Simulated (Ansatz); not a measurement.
## Nb (model structure, started from the omega type, P6/mmm, No. 191, 3 atoms in the cell)

Method: LDA in Ansatz (plane waves, PAW).

Numerical settings: plane-wave cutoff 520 eV, 12×12×20 k mesh (along the axes of the cell as run), Fermi–Dirac smearing 0.05 eV, no spin polarisation, scalar-relativistic PAW data made under PBE.

Cell (relaxed at this level):

```
CELL_PARAMETERS angstrom
      4.80034     0.00000     0.00000
     -2.40017     4.15722     0.00000
      0.00000     0.00000     2.62431
ATOMIC_POSITIONS crystal
  Nb 0.00000 0.00000 0.00000
  Nb 0.33333 0.66667 0.50000
  Nb 0.66667 0.33333 0.50000
```

| Property | Result |
|---|---|
| band gap | zero (no gap) |
| bulk modulus | 184 GPa |

Note: the bulk modulus is −V dP/dV from two relaxed cells at ±2 % in volume; the relaxation could raise the start's symmetry but not lower it, so the cell can be a saddle point.

Spin–orbit coupling is not included.

The computed numbers hold no vibrational or temperature effects.

Cost on a shared machine: about 2.2 core-minutes (a rough figure).

A model structure was made by putting elements into a prototype or built by hand; it is no filed structure, need not be a known phase, and can be a saddle point held by its symmetry.

Ansatz is a first-principles code.
